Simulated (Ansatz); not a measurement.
Reference: Zr (P6_3/mmc), r2SCAN, rigid bands (plane waves, PAW, scalar-relativistic; Ansatz, an electronic-structure program); geometry: cell and atoms relaxed with PBEsol.

```cif
data_Zr2
_chemical_formula_sum 'Zr2'
_space_group_name_H-M_alt 'P 1'
_space_group_IT_number 1
_cell_length_a 3.18826
_cell_length_b 3.18826
_cell_length_c 5.10756
_cell_angle_alpha 90.000
_cell_angle_beta 90.000
_cell_angle_gamma 120.000
loop_
_space_group_symop_operation_xyz
  'x, y, z'
loop_
_atom_site_label
_atom_site_type_symbol
_atom_site_fract_x
_atom_site_fract_y
_atom_site_fract_z
_atom_site_occupancy
Zr1 Zr 0.33333 0.66667 0.25000 1
Zr2 Zr 0.66667 0.33333 0.75000 1
```

| Item | Result |
|---|---|
| density of states at the Fermi level per atom | 0.75 states/eV |
| Drude plasma energy | 4.2 eV |
| root-mean-square Fermi velocity | 4.5 ×10⁵ m/s |

Task: Replace Zr by Hf on the same sites and relax. What happens?

Result: Hf (P6_3/mmc): volume per atom 22.5 to 21.6 Å³; density of states at the Fermi level per atom falls (0.75 states/eV to 0.59 states/eV); Drude plasma energy stays about the same (4.2 eV to 4.4 eV); root-mean-square Fermi velocity rises (4.5 ×10⁵ m/s to 5.2 ×10⁵ m/s).

Task: Swap Zr for Cd, keeping the structure type. How do these values move?

Result: Cd (P6_3/mmc): volume per atom 22.5 to 21.2 Å³; density of states at the Fermi level per atom falls (0.75 states/eV to 0.21 states/eV); Drude plasma energy rises (4.2 eV to 8.1 eV); root-mean-square Fermi velocity rises (4.5 ×10⁵ m/s to 15.8 ×10⁵ m/s).

Task: Swap Zr for Ru, keeping the structure type. How do these values move?

Result: Ru (P6_3/mmc): volume per atom 22.5 to 13.3 Å³; density of states at the Fermi level per atom stays about the same (0.75 states/eV to 0.76 states/eV); Drude plasma energy rises (4.2 eV to 9.1 eV); root-mean-square Fermi velocity rises (4.5 ×10⁵ m/s to 7.5 ×10⁵ m/s).

Moves up to 12 % count as about the same. Metals at this level; values at 300 K, both spins, means over directions. As a rough test of the mesh, the Fermi surface's area from every second k point differs by up to 8 %. Spin-orbit coupling is left out.

The missing spin-orbit coupling matters most for Hf (P6_3/mmc).
